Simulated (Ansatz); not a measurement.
Step by step: surface energy of the Ge(111) slab with 2 H, the mean of its two faces, with the listed reservoirs for the atoms in excess

Consider the surface energy of the Ge(111) slab with 2 H, the mean of its two faces, with the listed reservoirs for the atoms in excess. Reaction: 10 Ge (diamond) + H2 (gas) → cell A.

A: a slab of Ge (diamond, Fd-3m) cut along (111), 12 atoms, hexagonal cell of 4.07 Å (14.4 Å²), symmetry P-3m1 within 0.02 Å, 17.1 Å thick under 16 Å of vacuum, in-plane vectors held at the crystal's; planes from bottom to top: H | Ge × 10 | H; added, foreign or displaced atoms, above the top plane and below the bottom plane: two times H bound to 1 Ge at 1.56 Å; spin state with PBE: run without spin.

Ansatz (a first-principles code) with PAW potentials; structures come from PBE relaxations, nuclei static, no net charge. Ansatz runs with its PAW set soft_1. Other levels take these structures. The lattices are those relaxed with PBE, so at other levels the solids can be strained, which adds to the spread. A dispersion term (D3(BJ), or D4 for r2SCAN) was computed beside these levels and is taken off wherever the name lacks it. Cell A has symmetry P-3m1 within 0.02 Å and got no random move, so less symmetric positions, which may lie lower, weren't tried.

Total energies of the cells in eV, at zero smearing width. They compare only within one column; the weights balance every element.

```csv
cell,atoms,weight,PBE,RPBE
A: Ge(111) slab with 2 H,12,+1,-42981.14004,-43038.75393
Ge (diamond),2,−5,-8589.97503,-8601.42921
H2 (gas),2,−1,-31.74397,-32.07063
```

PBE: (-42981.14004) − 5 × (-8589.97503) − (-31.74397) = 0.4791 eV; dividing by 2 × 14.375 Å² and converting at 16.022 J/m² per eV/Å² gives 0.27 J/m².

RPBE: (-43038.75393) − 5 × (-8601.42921) − (-32.07063) = 0.4627 eV; dividing by 2 × 14.375 Å² and converting at 16.022 J/m² per eV/Å² gives 0.26 J/m².
